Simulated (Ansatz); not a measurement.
Partial pair distribution functions of a relaxed model of amorphous Si24O47F2, broadened by 0.06 Å; density 2.09 g/cm³. These are PBE, scalar-relativistic without spin-orbit coupling (plane waves to 420 eV, PAW; Ansatz, a first-principles code) values and carry that method's errors.

Preparation: random packing, a CHGNet melt and quench, and a DFT relaxation. O and F atoms were pushed apart under 1.9 Å during the dynamics, to hinder bonds among them. The hot cell started wider than the set density and was brought back towards it in steps. It is the lowest in DFT energy of 2 quenches. It is a model cell: composition and starting density were chosen by hand, and all elements were melted together. No dispersion term was used. Its density started from a set value of 2.19 and ended at 2.09 g/cm³. The simulated quench (nominally 88 K/ps over its main leg) is rapid and tends to freeze in more defects than a deposited or slowly cooled glass has. A cell of this size samples the disorder only roughly. The volume was free in the relaxation, at fixed shape. Stress components on the final sampling reach 2.6 GPa.

```csv
r (Å),g Si-O,g Si-F,g Si-Si,g O-O
1.35,0.00,0.00,0.00,0.00
1.45,0.27,0.67,0.00,0.00
1.55,8.00,8.09,0.00,0.00
1.65,17.48,6.14,0.00,0.00
1.75,3.11,0.29,0.00,0.00
1.85,0.05,0.00,0.00,0.00
1.95,0.00,0.00,0.00,0.00
2.05,0.00,0.00,0.00,0.00
2.15,0.00,0.00,0.00,0.00
2.25,0.00,0.00,0.07,0.01
2.35,0.00,0.00,0.38,0.11
2.45,0.00,0.00,0.13,0.72
2.55,0.00,0.00,0.00,3.70
2.65,0.00,0.00,0.03,6.17
2.75,0.01,0.00,0.60,4.09
2.85,0.13,0.06,2.05,1.36
2.95,0.28,0.99,3.25,0.39
3.05,0.27,1.02,3.92,0.41
3.15,0.31,0.15,3.76,0.34
3.25,0.40,1.13,1.76,0.36
3.35,0.66,3.12,0.21,0.60
3.45,1.09,3.80,0.00,0.46
3.55,1.35,2.28,0.00,0.38
3.65,1.66,2.69,0.08,0.54
3.75,1.52,1.05,0.15,0.46
3.85,1.18,0.40,0.25,0.69
3.95,1.51,0.93,0.69,0.85
4.05,2.15,1.80,0.58,0.76
4.15,2.13,2.25,0.60,0.78
4.25,1.65,0.84,1.27,0.83
4.35,1.03,1.93,0.91,0.87
4.45,0.55,0.73,0.81,0.93
4.55,0.54,0.02,0.90,1.02
4.65,0.86,0.00,0.84,1.15
4.75,0.79,0.00,1.08,1.42
4.85,0.46,0.19,1.12,1.29
4.95,0.59,1.69,1.22,1.42
5.05,0.64,1.51,1.36,1.48
5.15,0.71,0.50,1.30,1.47
5.25,0.86,0.67,1.22,1.21
```

Within 1.90 Å each Si has 3.92 O neighbours on average.
